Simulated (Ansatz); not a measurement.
## C: uniaxial strain ε_zz = −1.00 %

The parent structure is C in the diamond structure (space group Fd-3m, No. 227; a = 3.554 Å). Axes: x, y, z lie along the cube axes.

Now apply this change: uniaxial strain ε_zz = −1.00 %, all other strain components held at zero; the atoms relax in the strained cell.

Level of theory: Kohn–Sham DFT with the PBEsol functional, run in Ansatz (a quantum-chemistry and plane-wave program) with PAW and 420 eV plane waves, spin-orbit coupling left out. k-mesh 16×16×16 (Γ-centred); smearing 0.05 eV (Fermi–Dirac).

```csv
quantity,base,changed,shift
shortest interatomic distance,1.539 Å,1.534 Å,-0.005 Å
energy relative to the base (free energy F),0 meV/atom,+1.9 meV/atom,+1.9 meV/atom
"pressure (mean of the normal stresses, compression positive)",0.00 GPa,4.61 GPa,+4.61 GPa
band gap,4.03 eV,3.79 eV,-0.24 eV
gap character,–,"indirect, Γ → k = (3/8, 3/8, 0) in the run's primitive reciprocal basis",–
smallest direct gap,5.57 eV,5.41 eV,-0.16 eV
electron mass,"1.6 mₑ along k, 0.29 mₑ across (off the special points)","1.6 mₑ along k, 0.29 mₑ across (off the special points)",–
hole mass,–,"0.54 mₑ along z, 0.28 mₑ across (at Γ)",–
"valence-band top at Γ (three highest levels, from the VBM)","0.00, 0.00, 0.00 eV","0.00, -0.15, -0.15 eV",–
"stress (xx, yy, zz, yz, xz, xy; compression positive)",–,"(1.49, 1.49, 10.85, 0.00, 0.00, 0.00) GPa",–
```

Masses are band curvatures over ±0.01 Å⁻¹ around the edge. Along k means along the line from Γ to the band edge. Stability against distortions was not tested. k-point labels follow each cell's own Brillouin zone.
